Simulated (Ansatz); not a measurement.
The reference is Ir in the fcc (Cu type) structure (space group Fm-3m, No. 225; a = 3.812 Å; relaxed with 0.1 eV smearing). Axes: x, y, z lie along the cube axes.

Level of theory: Ansatz (a program for electronic structure) LDA, scalar-relativistic without spin-orbit coupling.

Base values:

- Shortest interatomic distance = 2.695 Å
- Pressure = 0.0 GPa

Perturbation: biaxial strain +1.50 %, plane normal [001], relaxed out of plane (Cartesian); in-plane vectors clamped, the third vector and the atoms free.

Task: Estimate the effect on the shortest interatomic distance, ratio −ε⊥/ε∥ and pressure.

Result: The shortest interatomic distance goes up by 0.0043 Å to 2.700 Å; the ratio −ε⊥/ε∥ amounts to 0.80; the pressure (mean of the normal stresses, compression positive) goes from zero to -6.7 GPa.

Whether these cells are dynamically stable was not tested. The final runs are not spin-polarised.
